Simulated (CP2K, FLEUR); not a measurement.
A CP2K input for a self-consistent single point of Nb6SnGe (Pm-3, 8 atoms in the cell) (DFT PBEsol, GPW, DZVP-MOLOPT-SR-GTH basis, GTH-PBE potentials (GTH_POTENTIALS)):

```
&GLOBAL
  PROJECT nb6snge
  RUN_TYPE ENERGY_FORCE
  PRINT_LEVEL LOW
&END GLOBAL
&FORCE_EVAL
  METHOD Quickstep
  STRESS_TENSOR ANALYTICAL
  &DFT
    BASIS_SET_FILE_NAME BASIS_MOLOPT
    POTENTIAL_FILE_NAME GTH_POTENTIALS
    &QS
      METHOD GPW
      EPS_DEFAULT 1E-11
    &END QS
    &MGRID
      CUTOFF 500
      REL_CUTOFF 50
      NGRIDS 5
    &END MGRID
    &SCF
      SCF_GUESS ATOMIC
      EPS_SCF 1E-7
      MAX_SCF 100
      ADDED_MOS 14
      &DIAGONALIZATION
        ALGORITHM STANDARD
      &END DIAGONALIZATION
      &MIXING
        METHOD BROYDEN_MIXING
        ALPHA 0.3
        NBUFFER 12
        BETA 1
      &END MIXING
      &SMEAR ON
        METHOD GAUSSIAN
        SIGMA [eV] 0.1
      &END SMEAR
    &END SCF
    &KPOINTS
      SCHEME MONKHORST-PACK 4 4 4
      GAMMA_CENTERED T
    &END KPOINTS
    &XC
      &XC_FUNCTIONAL
        &PBE
          PARAMETRIZATION PBESOL
        &END PBE
      &END XC_FUNCTIONAL
    &END XC
    &PRINT
      &MO
        EIGENVALUES T
        OCCUPATION_NUMBERS T
        NDIGITS 8
        FILENAME mo
        &EACH
          QS_SCF 0
        &END EACH
        ADD_LAST NUMERIC
      &END MO
      &MULLIKEN OFF
      &END MULLIKEN
    &END PRINT
  &END DFT
  &SUBSYS
    &CELL
      A 5.25768000 0.00000000 0.00000000
      B 0.00000000 5.25768000 0.00000000
      C 0.00000000 0.00000000 5.25768000
      PERIODIC XYZ
    &END CELL
    &COORD
      Nb       0.00000000     2.62884000     3.90219752
      Nb       0.00000000     2.62884000     1.35548248
      Nb       3.90219752     0.00000000     2.62884000
      Nb       1.35548248     0.00000000     2.62884000
      Nb       2.62884000     3.90219752     0.00000000
      Nb       2.62884000     1.35548248     0.00000000
      Sn       0.00000000     0.00000000     0.00000000
      Ge       2.62884000     2.62884000     2.62884000
    &END COORD
    &KIND Nb
      BASIS_SET DZVP-MOLOPT-SR-GTH-q13
      POTENTIAL GTH-PBE-q13
    &END KIND
    &KIND Sn
      BASIS_SET DZVP-MOLOPT-SR-GTH-q4
      POTENTIAL GTH-PBE-q4
    &END KIND
    &KIND Ge
      BASIS_SET DZVP-MOLOPT-SR-GTH-q4
      POTENTIAL GTH-PBE-q4
    &END KIND
  &END SUBSYS
  &PRINT
    &FORCES ON
    &END FORCES
    &STRESS_TENSOR ON
    &END STRESS_TENSOR
  &END PRINT
&END FORCE_EVAL
```

Problem. Write the same calculation as an input for FLEUR.

Solution. This is the input that was run; spellings and numerical settings could be chosen otherwise.

Input of the input generator:

```
Nb6SnGe FLAPW
&input film=f /
9.9355752509 0.0000000000 0.0000000000
0.0000000000 9.9355752509 0.0000000000
0.0000000000 0.0000000000 9.9355752509
1.0
1.0 1.0 1.0

8
41 0.0000000000 0.5000000000 0.7421900000
41 0.0000000000 0.5000000000 0.2578100000
41 0.7421900000 0.0000000000 0.5000000000
41 0.2578100000 0.0000000000 0.5000000000
41 0.5000000000 0.7421900000 0.0000000000
41 0.5000000000 0.2578100000 0.0000000000
50 0.0000000000 0.0000000000 0.0000000000
32 0.5000000000 0.5000000000 0.5000000000

&comp jspins=1 /
&exco xctyp='PBEs' /
&kpt div1=4 div2=4 div3=4 gamma=t /
&end /
```

```xml
<?xml version="1.0" encoding="UTF-8" standalone="no"?>
<fleurInput fleurInputVersion="0.39">
   <comment>
      Nb6SnGe FLAPW                                                                                       
   </comment>
   <calculationSetup>
      <cutoffs Kmax="3.8" Gmax="15.2" GmaxXC="15.2" numbands="0"/>
      <scfLoop itmax="100" minDistance="0.00001" maxIterBroyd="40" imix="Anderson" alpha="0.05" precondParam="0.0" spinf="2.0"/>
      <coreElectrons ctail="T" frcor="F" kcrel="0" coretail_lmax="0"/>
      <xcFunctional name="PBEs" relativisticCorrections="F"/>
      <magnetism jspins="1"/>
      <soc l_soc="F" theta="0.0" phi="0.0" spav="F"/>
      <expertModes spex="0" secvar="F"/>
      <geometryOptimization l_f="T" forcealpha="1.0" forcemix="BFGS" epsdisp="0.00001" epsforce="0.00001"/>
      <ldaU l_linMix="F" mixParam="0.05" spinf="1.0"/>
   </calculationSetup>
   <cell>
      <bzIntegration valenceElectrons="106.0" mode="gauss" fermiSmearingEnergy="0.00367493">
         <kPointListSelection listName="default-1"/>
         <!-- k-points included here -->
         <xi:include xmlns:xi="http://www.w3.org/2001/XInclude" href="kpts.xml"> </xi:include>
      </bzIntegration>
      <!-- symmetry operations included here -->
      <xi:include xmlns:xi="http://www.w3.org/2001/XInclude" href="sym.xml"> </xi:include>
      <bulkLattice scale="1.0">
         <bravaisMatrix>
            <row-1>    9.9355752508999995     0.0000000000000000     0.0000000000000000</row-1>
            <row-2>    0.0000000000000000     9.9355752508999995     0.0000000000000000</row-2>
            <row-3>    0.0000000000000000     0.0000000000000000     9.9355752508999995</row-3>
         </bravaisMatrix>
      </bulkLattice>
   </cell>
   <atomSpecies>
      <species name="Niobium (Nb)" element="Nb" atomicNumber="41">
         <mtSphere radius="2.25" gridPoints="777" logIncrement="0.016"/>
         <atomicCutoffs lmax="8" lnonsphr="6"/>
         <electronConfig flipSpins="F">
            <coreConfig>(1s1/2) (2s1/2) (2p1/2) (2p3/2) (3s1/2) (3p1/2) (3p3/2) (3d3/2) (3d5/2)</coreConfig>
            <valenceConfig>(4s1/2) (4p1/2) (4p3/2) (5s1/2) (4d3/2) (4d5/2)</valenceConfig>
            <stateOccupation state="(5s1/2)" spinUp="0.5" spinDown="0.5"/>
            <stateOccupation state="(4d3/2)" spinUp="0.8" spinDown="0.8"/>
            <stateOccupation state="(4d5/2)" spinUp="1.2" spinDown="1.2"/>
         </electronConfig>
         <energyParameters s="5" p="5" d="4" f="4"/>
         <lo type="SCLO" l="0" n="4" eDeriv="0"/>
         <lo type="SCLO" l="1" n="4" eDeriv="0"/>
      </species>
      <species name="Tin (Sn)" element="Sn" atomicNumber="50">
         <mtSphere radius="2.68" gridPoints="925" logIncrement="0.014"/>
         <atomicCutoffs lmax="10" lnonsphr="8"/>
         <electronConfig flipSpins="F">
            <coreConfig>(1s1/2) (2s1/2) (2p1/2) (2p3/2) (3s1/2) (3p1/2) (3p3/2) (4s1/2) (3d3/2) (3d5/2) (4p1/2) (4p3/2)</coreConfig>
            <valenceConfig>(5s1/2) (4d3/2) (4d5/2) (5p1/2) (5p3/2)</valenceConfig>
            <stateOccupation state="(5p1/2)" spinUp="0.3333333333333" spinDown="0.3333333333333"/>
            <stateOccupation state="(5p3/2)" spinUp="0.6666666666667" spinDown="0.6666666666667"/>
         </electronConfig>
         <energyParameters s="5" p="5" d="5" f="4"/>
         <lo type="SCLO" l="2" n="4" eDeriv="0"/>
      </species>
      <species name="Germanium (Ge)" element="Ge" atomicNumber="32">
         <mtSphere radius="2.68" gridPoints="925" logIncrement="0.014"/>
         <atomicCutoffs lmax="10" lnonsphr="8"/>
         <electronConfig flipSpins="F">
            <coreConfig>(1s1/2) (2s1/2) (2p1/2) (2p3/2) (3s1/2) (3p1/2) (3p3/2)</coreConfig>
            <valenceConfig>(4s1/2) (3d3/2) (3d5/2) (4p1/2) (4p3/2)</valenceConfig>
            <stateOccupation state="(4p1/2)" spinUp="0.3333333333333" spinDown="0.3333333333333"/>
            <stateOccupation state="(4p3/2)" spinUp="0.6666666666667" spinDown="0.6666666666667"/>
         </electronConfig>
         <energyParameters s="4" p="4" d="3" f="4"/>
         <lo type="HELO" l="2" n="4" eDeriv="0"/>
      </species>
   </atomSpecies>
   <atomGroups>
      <atomGroup species="Niobium (Nb)">
         <relPos label="                   1">.0000000000 1.000/2.000 -.2578100000</relPos>
         <relPos label="                   2">.0000000000 1.000/2.000 .2578100000</relPos>
         <relPos label="                   3">-.2578100000 .0000000000 1.000/2.000</relPos>
         <relPos label="                   4">.2578100000 .0000000000 1.000/2.000</relPos>
         <relPos label="                   5">1.000/2.000 -.2578100000 .0000000000</relPos>
         <relPos label="                   6">1.000/2.000 .2578100000 .0000000000</relPos>
         <force calculate="T" relaxXYZ="TTT"/>
      </atomGroup>
      <atomGroup species="Tin (Sn)">
         <relPos label="                   7">.0000000000 .0000000000 .0000000000</relPos>
         <force calculate="T" relaxXYZ="TTT"/>
      </atomGroup>
      <atomGroup species="Germanium (Ge)">
         <relPos label="                   8">1.000/2.000 1.000/2.000 1.000/2.000</relPos>
         <force calculate="T" relaxXYZ="TTT"/>
      </atomGroup>
   </atomGroups>
   <output dos="F" band="F" slice="F">
      <checks vchk="F" cdinf="F"/>
      <bandDOS minEnergy="-.5*Htr" maxEnergy="0.5*Htr" sigma="0.015" storeEVData="T"/>
      <vacuumDOS vacdos="F" integ="F" star="F" nstars="0" locx1="0.0" locy1="0.0" locx2="0.0" locy2="0.0" nstm="0" tworkf="0.0"/>
      <unfoldingBand unfoldBand="F" supercellX="1" supercellY="1" supercellZ="1"/>
      <plotting iplot="0" polar="F">
         <plot TwoD="T" vec1="  1.0  0.0  0.0" vec2="  0.0  1.0  0.0" vec3="  0.0  0.0  1.0" zero="  0.0  0.0  0.0" file="plot"/>
      </plotting>
      <chargeDensitySlicing numkpt="0" minEigenval="0.0" maxEigenval="0.0" nnne="0" pallst="F"/>
      <specialOutput eonly="F"/>
      <magneticCircularDichroism mcd="F" energyLo="-10.0" energyUp="0.0"/>
   </output>
  <!-- We include the file relax.xml here to enable relaxations (see documentation) -->
  <xi:include xmlns:xi="http://www.w3.org/2001/XInclude" href="relax.xml"> <xi:fallback/> </xi:include>
</fleurInput>
```

Basis settings and potentials, where a program has them, do not carry over. This input uses DFT, PBEsol, all-electron FLAPW (FLEUR), scalar-relativistic valence.

The starting cell comes from a database of computed structures (which also holds hypothetical and non-ambient phases and stackings), without a prior relaxation at this level.
